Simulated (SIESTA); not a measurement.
SIESTA run on Ca3BiP (P4mm, 5 atoms in the cell): self-consistent single point

Level of theory: GGA PBEsol, numerical atomic orbitals DZP, PseudoDojo PBEsol standard norm-conserving potentials (rewritten from UPF to PSML) run with SIESTA.

This input was run:

```
# files in the folder: Ca.psml Bi.psml P.psml (PseudoDojo PBEsol standard)
SystemName  Ca3BiP
SystemLabel ca3bip

NumberOfAtoms                5
NumberOfSpecies              3
%block ChemicalSpeciesLabel
  1 20 Ca
  2 83 Bi
  3 15 P
%endblock ChemicalSpeciesLabel
LatticeConstant              1.0 Ang
%block LatticeVectors
     5.401218000    0.000000000    0.000000000
     0.000000000    5.401218000    0.000000000
     0.000000000    0.000000000    5.401218000
%endblock LatticeVectors
AtomicCoordinatesFormat      Ang
%block AtomicCoordinatesAndAtomicSpecies
     0.049999075    2.700609000    2.700609000  1
     2.700609000    0.000000000    2.700609000  1
     2.700609000    2.700609000    0.000000000  1
     0.000000000    0.000000000    0.000000000  2
     2.700609000    2.700609000    2.700609000  3
%endblock AtomicCoordinatesAndAtomicSpecies

XC.functional                GGA
XC.authors                   PBEsol
PAO.BasisSize                DZP
PAO.EnergyShift              0.01 Ry
MeshCutoff                   300 Ry
%block kgrid.MonkhorstPack
    5   0   0  0.0
    0   5   0  0.0
    0   0   5  0.0
%endblock kgrid.MonkhorstPack
OccupationFunction           FD
ElectronicTemperature        100.0 meV

MaxSCFIterations             150
SCF.Mixer.Method             Broyden
SCF.Mixer.Weight             0.1
SCF.Mixer.History            6
SCF.DM.Tolerance             1.0E-05
Diag.ParallelOverK           true
WriteForces                  true
```

Output, abridged:

```
reinit: Reading from file input.fdf

reinit: System Name: Ca3BiP
reinit: System Label: ca3bip

coor:   Atomic-coordinates input format  =     Cartesian coordinates
coor:                                          (in Angstroms)

siesta: Atomic coordinates (Bohr) and species
siesta:      0.09448   5.10341   5.10341  1        1
siesta:      5.10341   0.00000   5.10341  1        2
siesta:      5.10341   5.10341   0.00000  1        3
siesta:      0.00000   0.00000   0.00000  2        4
siesta:      5.10341   5.10341   5.10341  3        5

siesta: System type = bulk

initatomlists: Number of atoms, orbitals, and projectors:      5    58   104

siesta: ******************** Simulation parameters ****************************
redata: Spin configuration                          = none
redata: Time-Reversal Symmetry                      = T
redata: Number of Atomic Species                    =        3
redata: Mesh Cutoff                                 =   300.0000 Ry
redata: Net charge of the system                    =     0.0000 |e|
redata: Min. number of SCF Iter                     =        0
redata: Max. number of SCF Iter                     =      150
redata: SCF convergence failure will abort job
redata: SCF mix quantity                            = Hamiltonian
redata: Mix DM or H after convergence               =   F
redata: Recompute H after scf cycle                 =   F
redata: Mix DM in first SCF step                    =   T
redata: No kicks to SCF
redata: DM Mixing Weight for Kicks                  =     0.5000
redata: Require Harris convergence for SCF          =   F
redata: Harris energy tolerance for SCF             =     0.000100 eV
redata: Require DM convergence for SCF              =   T
redata: DM tolerance for SCF                        =     0.000010
redata: Require EDM convergence for SCF             =   F
redata: EDM tolerance for SCF                       =     0.001000 eV
redata: Require H convergence for SCF               =   T
redata: Hamiltonian tolerance for SCF               =     0.001000 eV
redata: Require (free) Energy convergence for SCF   =   F
redata: (free) Energy tolerance for SCF             =     0.000100 eV
redata: Using DFT-D3 dispersion                     =   F
redata: Using Saved Data (generic)                  =   F
redata: Method of Calculation                       = Diagonalization
redata: Electronic Temperature                      =  1160.4518 K
redata: Number of TDED substeps                     =        3
redata: Dynamics option                             = Single-point calculation
redata: Save all siesta data in one NC              =   F
redata: ***********************************************************************

%block SCF.Mixers
  Broyden
%endblock SCF.Mixers

%block SCF.Mixer.Broyden
  # Mixing method
  method broyden

  # Mixing options
  weight 0.1000
  weight.linear 0.1000
  weight.prime 0.1000
  history 6
%endblock SCF.Mixer.Broyden

DM_history_depth set to one: no extrapolation allowed by default for geometry relaxation
Size of DM history Fstack: 1
Total number of electrons:    50.000000
Total ionic charge:    50.000000

* ProcessorY, Blocksize:    1  59

* Orbital distribution balance (max,min):    58    58

 Kpoints in:           75 . Kpoints trimmed:           63

siesta: k-grid: Number of k-points = 63
siesta: k-points from Monkhorst-Pack grid
siesta: k-cutoff (effective) =    13.503 Ang
siesta: k-point supercell and displacements
siesta: k-grid:     5     0     0      0.000
siesta: k-grid:     0     5     0      0.000
siesta: k-grid:     0     0     5      0.000

diag: Algorithm                                     = D&C
diag: Parallel over k                               =   F
diag: Use parallel 2D distribution                  =   F
diag: Parallel block-size                           = 59
diag: Parallel distribution                         =     1 x     1
diag: Used triangular part                          = Lower
diag: Absolute tolerance                            =  0.100E-15
diag: Orthogonalization factor                      =  0.100E-05
diag: Memory factor                                 =  1.0000

superc: Internal auxiliary supercell:     5 x     5 x     5  =     125
superc: Number of atoms, orbitals, and projectors:    625   7250  13000

                        Single-point calculation

superc: Internal auxiliary supercell:     5 x     5 x     5  =     125
superc: Number of atoms, orbitals, and projectors:    625   7250  13000

outcell: Unit cell vectors (Ang):
        5.401218    0.000000    0.000000
        0.000000    5.401218    0.000000
        0.000000    0.000000    5.401218

outcell: Cell vector modules (Ang)   :    5.401218    5.401218    5.401218
outcell: Cell angles (23,13,12) (deg):     90.0000     90.0000     90.0000
outcell: Cell volume (Ang**3)        :    157.5706
new_DM -- step:     1
Initializing Density Matrix...

Attempting to read DM from file... Failed...
DM filled with atomic data:

InitMesh: MESH = 60 x 60 x 60 = 216000
InitMesh: Mesh cutoff (required, used) =   300.000   341.052 Ry

stepf: Fermi-Dirac step function

        iscf     Eharris(eV)        E_KS(eV)     FreeEng(eV)     dDmax    Ef(eV) dHmax(eV)
   scf:    1    -5549.051803    -5561.428757    -5561.432660  1.575090 -4.055304  6.146059
   scf:    2    -5562.899981    -5562.194980    -5562.198766  0.045755 -4.056505  4.585427
   scf:    3    -5563.696912    -5563.276137    -5563.280818  0.108559 -3.956291  1.230631
   scf:    4    -5563.242810    -5563.287061    -5563.292441  0.051597 -3.924374  0.891478
   scf:    5    -5563.016155    -5563.239233    -5563.244822  0.066801 -3.848853  1.574192
   scf:    6    -5563.351982    -5563.342730    -5563.348541  0.051215 -3.887011  0.257670
   [... 6 lines left out ...]
   scf:   13    -5563.345908    -5563.345908    -5563.351640  0.000085 -3.888122  0.000275
   scf:   14    -5563.345908    -5563.345908    -5563.351640  0.000044 -3.888116  0.000194
   scf:   15    -5563.345909    -5563.345908    -5563.351640  0.000026 -3.888114  0.000187
   scf:   16    -5563.345909    -5563.345908    -5563.351640  0.000015 -3.888115  0.000168
   scf:   17    -5563.345909    -5563.345909    -5563.351640  0.000010 -3.888117  0.000146

SCF Convergence by DM+H criterion
max |DM_out - DM_in|         :     0.0000095313
max |H_out - H_in|      (eV) :     0.0001462983
SCF cycle converged after 17 iterations

Using DM_out to compute the final energy and forces

siesta: E_KS(eV) =            -5563.3459

siesta: E_KS - E_eggbox =     -5563.3459

siesta: Atomic forces (eV/Ang):
     1   -0.797580    0.000000    0.000000
     2    0.076746    0.000000    0.000000
     3    0.076746    0.000000   -0.000000
     4    0.026248    0.000000    0.000000
     5    0.618408   -0.000000    0.000000
   Tot    0.000569    0.000000    0.000000
   Max    0.797580
   Res    0.262174    sqrt( Sum f_i^2 / 3N )
   Max    0.797580    constrained

Stress tensor Voigt[x,y,z,yz,xz,xy] (kbar):      -49.61      -48.61      -48.61       -0.00        0.00        0.00
(Free)E + p*V (eV/cell)    -5558.5380
Target enthalpy (eV/cell)    -5563.3516

siesta: Program's energy decomposition (eV):
siesta: Ebs     =     -1168.231021
siesta: Eions   =      7770.678243
siesta: Ena     =      1304.014478
siesta: Ekin    =      2188.703240
siesta: Enl     =      -114.896817
siesta: Eso     =         0.000000
siesta: Edftu   =         0.000000
siesta: DEna    =        50.361977
siesta: DUscf   =         1.736182
siesta: DUext   =         0.000000
siesta: Ex      =     -1132.705595
siesta: Ec      =       -89.881129
siesta: Exc     =     -1222.586724
siesta: Eharris =     -5563.345909
siesta: Etot    =     -5563.345909
siesta: FreeEng =     -5563.351640

siesta: Atomic forces (eV/Ang):
siesta:      1   -0.797580    0.000000    0.000000
siesta:      2    0.076746    0.000000    0.000000
siesta:      3    0.076746    0.000000   -0.000000
siesta:      4    0.026248    0.000000    0.000000
siesta:      5    0.618408   -0.000000    0.000000
siesta: ----------------------------------------
siesta:    Tot    0.000569    0.000000    0.000000

siesta: Stress tensor (static) (eV/Ang**3):
siesta:    -0.030963    0.000000   -0.000000
siesta:     0.000000   -0.030342    0.000000
siesta:     0.000000   -0.000000   -0.030342

siesta: Cell volume =        157.570575 Ang**3

siesta: Pressure (static):
siesta:                Solid            Molecule  Units
siesta:           0.00033272          0.00028563  Ry/Bohr**3
siesta:           0.03054899          0.02622543  eV/Ang**3
siesta:          48.94487304         42.01777133  kBar
```

The run converged in 17 iterations.

The starting cell comes from a database of computed structures (which also holds hypothetical and non-ambient phases and stackings), without a prior relaxation at this level. Its lattice was rescaled by up to half a per cent. One atom was moved a little off its site on purpose. Values carry the incompleteness of an atom-centred basis. With a pressure of about 5 GPa the cell is away from its equilibrium volume at this level. The run gives no clean gap (levels at the Fermi energy touch, overlap or are partly filled at this smearing), which alone does not show that the compound is a metal.

Cost on one core of a shared machine: roughly 30 s.
